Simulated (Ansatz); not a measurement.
Ansatz (a program for electronic structure) run on Mo₃Ir (Pm-3m, 4 atoms in the cell): self-consistent single point.

Method of the run: revPBE, default PAW files made with PBE (plane waves; Ansatz).

```xyz
4
Lattice="3.8981 0.0000 0.0000 0.0000 3.8981 0.0000 0.0000 0.0000 3.8981" Properties=species:S:1:pos:R:3 pbc="T T T"
Mo     0.0000     1.9491     1.9491
Mo     1.9491     1.9491     0.0000
Mo     1.9491     0.0000     1.9491
Ir     0.0000     0.0000     0.0000
```

Reference input (self-consistent single point, DFT, PBE, plane waves, default PAW files): kpoints.mp_grid.grid = 11 11 11; hamiltonian.xc = pbe; hamiltonian.pseudopotentials = {kind: paw} (the program's default PAW files); scf.occupations.method = methfessel_paxton; scf.occupations.width = 0.0037 Ry. This run's input differs from it in these lines:

Ansatz 0.2 input:
```diff
@@ -14,3 +14,3 @@
 hamiltonian:
-  xc: pbe
+  xc: revpbe
   pseudopotentials: { kind: paw }
```

Log, with long lists cut:

```
SCF iter   1: F=—  HF=-26827.814887 eV  |F-HF|=—  |Δ(HF+E_count)|=         —  Δρ=9.85e-3  dr2=7.96e-2  ethr=1.77e-3  ⟨swp⟩=5.1  Hψ=6728  notcnv=0
all-band conjugate gradients solve this SCF's bands
preconditioner: auto → Resta (q_TF=auto, 2.726 Å⁻¹)
SCF iter   2: F=—  HF=-26827.809263 eV  |F-HF|=—  |Δ(HF+E_count)|=   5.62e-3  S|Δr|=    0.00e0  Δρ=5.20e-3  dr2=2.20e-2  ethr=1.35e-4  ⟨swp⟩=1.1  Hψ=2478  notcnv=0  defer=3
SCF iter   3: F=—  HF=-26827.806746 eV  |F-HF|=—  |Δ(HF+E_count)|=   2.52e-3  S|Δr|=    0.00e0  Δρ=5.12e-4  dr2=1.29e-4  ethr=3.72e-5  ⟨swp⟩=2.0  Hψ=2492  notcnv=0  defer=4
SCF iter   4: F=—  HF=-26827.806723 eV  |F-HF|=—  |Δ(HF+E_count)|=   2.34e-5  S|Δr|=    0.00e0  Δρ=7.63e-5  dr2=3.34e-6  ethr=2.18e-7  ⟨swp⟩=2.1  Hψ=2728  notcnv=0  defer=4
SCF iter   5: F=—  HF=-26827.806662 eV  |F-HF|=—  |Δ(HF+E_count)|=   6.03e-5  S|Δr|=    0.00e0  Δρ=2.08e-5  dr2=1.64e-7  ethr=5.66e-9  ⟨swp⟩=2.4  Hψ=2938  notcnv=0  defer=4
SCF iter   6: F=-26827.806662 eV  HF=-26827.806662 eV  |F-HF|=4.80e-10  |Δ(HF+E_count)|=   1.23e-9  S|Δr|=    0.00e0  Δρ=3.41e-6  dr2=5.18e-9  ethr=1.69e-10  ⟨swp⟩=7.3  Hψ=7281  notcnv=0
SCF 1 converged in 6 iterations: F = -26827.806662 eV  dr2 = 5.18e-9
Stability not checked (fill_not_monotonic)
Free energy (F): -26827.806662 eV
Internal energy: -26827.807551 eV  (E = F + TS)
E sigma→0 (E₀):  -26827.806885 eV
Entropy (-TS):   0.000889 eV (0.222 meV/atom)
Fermi energy:    22.606225 eV
--- Forces (eV/Å), atoms counted from 1 ---
  atom   1  Mo     0.00000000    -0.00000000     0.00000000
   [... zero for the other atoms too ...]
--- Stress (GPa, compression-positive) ---
       15.514027      -0.000000       0.000000
        0.000000      15.514027       0.000000
        0.000000       0.000000      15.514027
  P = ⅓ Tr σ = 15.5140 GPa (155.140 kbar)
  The stress holds the Pulay correction. Without it, at fixed plane waves, as pw.x and ABINIT print it: P = 15.4457 GPa
```

The run converged in 6 iterations. Against the reference run the pressure goes from 12.82 to 15.51 GPa.

The starting cell was generated: these elements placed on a structure prototype, without a prior relaxation; it need not be a known phase or ordering of this composition. Spin polarisation is off. With a pressure of about 16 GPa the cell is away from its equilibrium volume at this level. Ansatz's pressure includes its estimate of the finite-basis (Pulay) stress.
